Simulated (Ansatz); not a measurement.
Model glasses of amorphous SiO2, 75 to 79 atoms (Si24O48 before any change). Each row is one cell at a composition chosen by hand, melted whole on the CHGNet potential with the anions pushed apart under 1.9 Å, quenched within some picoseconds, far faster than a real film, and relaxed with PBE, scalar-relativistic without spin-orbit coupling (plane waves to 420 eV, PAW; Ansatz, a program for electronic structure). Each is the lower in DFT energy of 2 quenches. Cycles of charging and discharging were tried on some cells ahead of these points, and a cell that came back lower was taken. The column on the box says what of it was relaxed with the atoms; held means as the quench left it. Cells that kept moments or hold spare charge are left out.

Formal charges balance in every cell, with the guest at the charge named. Neighbours are the O atoms within a cut-off of 1.2 times the sum of covalent radii (1.1 times for Ti, Mo, Nb, Zr, La); the radius is Shannon's ionic radius for that charge at the coordination found, taken on a straight line between listed coordinations where the table lacks it, averaged where a cell holds several guest atoms. The coordination is that of the cell taken. The cells ran without spin polarisation.

```
guest  change of the cell               box  cut-off (Å)  O neighbours  ionic radius (Å)  mean guest-O distance (Å)
-----  ------------------  ----------------  -----------  ------------  ----------------  -------------------------
B3+            +2 B, +3 O             shape         1.80          3, 3              0.01                       1.39
P5+            +5 O, +2 P             shape         2.08          4, 4              0.17                       1.56
Ti4+          +2 O, +1 Ti  volume and shape         2.49             4              0.42                   withheld
Al3+          +2 Al, +3 O  volume and shape         2.24          4, 5              0.44                       1.85
Mo6+          +1 Mo, +3 O             shape         2.42             5              0.50                       1.96
Nb5+          +2 Nb, +5 O             shape         2.53          5, 5              0.56                       1.96
Zr4+          +2 O, +1 Zr  volume and shape         2.65             5              0.66                       2.07
La3+          +2 La, +3 O             shape         3.00          6, 6              1.03                       2.51
K1+            +2 K, +1 O             shape         3.23          5, 5              1.38                       2.91
```

Fit a straight line of the last column on the one before it through the 8 full rows, and predict the withheld value for Ti4+.

Means: x = 0.594, y = 2.026. Slope = Σ(Δx Δy) / Σ(Δx²) = 1.5133 / 1.3668 = 1.107; intercept = 2.026 − (1.107) × 0.594 = 1.368 Å; r.m.s. residual 0.021 Å. Prediction: 1.368 + (1.107) × 0.42 = 1.83 Å. The run gave 1.82 Å, a miss of 0.01 Å, within the residual.

What would hard spheres give for this line?

A slope of 1 and an intercept at the radius of O2−, 1.35 Å for two neighbours to 1.40 Å for six in Shannon's table; the fit has 1.107 and 1.368 Å.
